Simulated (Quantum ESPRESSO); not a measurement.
Input and output of a self-consistent single point for TiPt3 (P6_3/mmc, 8 atoms in the cell) (Quantum ESPRESSO).

Computed with LDA (PZ), GBRV 1.5 ultrasoft (LDA) pseudopotentials (plane waves; Quantum ESPRESSO).

The change in words: lattice scaled by 0.98. Reference geometry:
```yaml
crystal:
  lattice:
    - [5.66955, 0.00000, 0.00000]
    - [-2.83477, 4.90997, 0.00000]
    - [0.00000, 0.00000, 4.56803]
  atoms:
    - { symbol: Ti, position: [0.33333, 0.66667, 0.75000] }
    - { symbol: Ti, position: [0.66667, 0.33333, 0.25000] }
    - { symbol: Pt, position: [0.16720, 0.33441, 0.25000] }
    - { symbol: Pt, position: [0.83279, 0.66559, 0.75000] }
    - { symbol: Pt, position: [0.83279, 0.16720, 0.75000] }
    - { symbol: Pt, position: [0.16720, 0.83279, 0.25000] }
    - { symbol: Pt, position: [0.66559, 0.83279, 0.25000] }
    - { symbol: Pt, position: [0.33441, 0.16720, 0.75000] }
```

Reference input (self-consistent single point, DFT, LDA (PZ), plane waves, GBRV 1.5 ultrasoft (LDA) pseudopotentials): ecutwfc = 50 Ry; ecutrho = 400 Ry; occupations = smearing; smearing = gaussian; degauss = 0.0073499 Ry; potentials = {Ti: ti_lda_v1.4.uspp.F.UPF, Pt: pt_lda_v1.4.uspp.F.UPF}; K_POINTS = automatic 5 5 5 0 0 0; conv_thr = 1e-09 Ry; mixing_beta = 0.7. This run's input differs from it in these lines:

```diff
@@ -26,10 +26,10 @@
 ATOMIC_POSITIONS alat
-Ti    0.00000000    0.57735027    0.60428530
-Ti    0.50000000    0.28867514    0.20142843
-Pt    0.00000000    0.28960756    0.20142843
-Pt    0.50000000    0.57641785    0.60428530
-Pt    0.74919250    0.14480378    0.60428530
-Pt   -0.24919250    0.72122163    0.20142843
-Pt    0.24919250    0.72122163    0.20142843
-Pt    0.25080750    0.14480378    0.60428530
+Ti    0.00000000    0.57735027    0.60428523
+Ti    0.50000000    0.28867514    0.20142841
+Pt    0.00000000    0.28960756    0.20142841
+Pt    0.50000000    0.57641785    0.60428523
+Pt    0.74919250    0.14480378    0.60428523
+Pt   -0.24919250    0.72122163    0.20142841
+Pt    0.24919250    0.72122163    0.20142841
+Pt    0.25080750    0.14480378    0.60428523
 K_POINTS automatic
@@ -37,5 +37,5 @@
 CELL_PARAMETERS bohr
-  10.71389137     0.00000000     0.00000000
-  -5.35694569     9.27850210     0.00000000
-   0.00000000     0.00000000     8.63232941
+  10.49961397     0.00000000     0.00000000
+  -5.24980699     9.09293243     0.00000000
+   0.00000000     0.00000000     8.45968214
```

Output (repeated stretches shortened):

```
     Self-consistent Calculation

     iteration #  1     ecut=    50.00 Ry     beta= 0.70

     negative rho (up, down):  9.422E-01 0.000E+00

     total energy              =   -1459.07687435 Ry
     estimated scf accuracy    <      60.35062944 Ry

     iteration #  2     ecut=    50.00 Ry     beta= 0.70

     negative rho (up, down):  9.861E-01 0.000E+00

     total energy              =   -1478.68442275 Ry
     estimated scf accuracy    <     242.79417589 Ry

     iteration #  3     ecut=    50.00 Ry     beta= 0.70

     negative rho (up, down):  1.012E+00 0.000E+00

     total energy              =   -1505.35924635 Ry
     estimated scf accuracy    <      16.04773843 Ry

   [... 22 blocks of this kind left out ...]

     iteration # 26     ecut=    50.00 Ry     beta= 0.70

     negative rho (up, down):  1.022E+00 0.000E+00

     total energy              =   -1503.83085803 Ry
     estimated scf accuracy    <          5.0E-09 Ry

     iteration # 27     ecut=    50.00 Ry     beta= 0.70

     negative rho (up, down):  1.022E+00 0.000E+00
     End of self-consistent calculation

     the Fermi energy is    21.0141 ev

!    total energy              =   -1503.83085803 Ry
     estimated scf accuracy    <          1.0E-10 Ry
     smearing contrib. (-TS)   =      -0.00097152 Ry
     internal energy E=F+TS    =   -1503.82988651 Ry

     convergence has been achieved in  27 iterations

     negative rho (up, down):  1.022E+00 0.000E+00

     Forces acting on atoms (cartesian axes, Ry/au):

     atom    1 type  1   force =     0.00000000   -0.00000000    0.00000000
     atom    2 type  1   force =     0.00000000   -0.00000000    0.00000000
     atom    3 type  2   force =    -0.00000000   -0.00069598   -0.00000000
     atom    4 type  2   force =     0.00000000    0.00069598    0.00000000
     atom    5 type  2   force =     0.00060274   -0.00034799    0.00000000
   [... lines left out ...]
     Total force =     0.001705     Total SCF correction =     0.000013
   [... lines left out ...]

     negative rho (up, down):  1.022E+00 0.000E+00
          total   stress  (Ry/bohr**3)                   (kbar)     P=      -82.24
  -0.00056053  -0.00000000   0.00000000          -82.46       -0.00        0.00
  -0.00000000  -0.00056053   0.00000000           -0.00      -82.46        0.00
   0.00000000   0.00000000  -0.00055604            0.00        0.00      -81.80

   JOB DONE.
```

The run converged in 27 iterations. Against the reference run the free energy drops by 86.2 meV/atom, the pressure goes from -20.75 to -8.22 GPa and the largest force goes from 0.049 to 0.018 eV/Å.

The starting cell comes from a database of computed structures (which also holds hypothetical and non-ambient phases and stackings), without a prior relaxation at this level. Its lattice was rescaled by a random factor within 2.5 % of one. For this run, on top of that: lattice scaled by 0.98. Spin polarisation is off. With a pressure of about -8 GPa the cell is away from its equilibrium volume at this level.

Cost on one core of a shared machine: roughly 3 min.
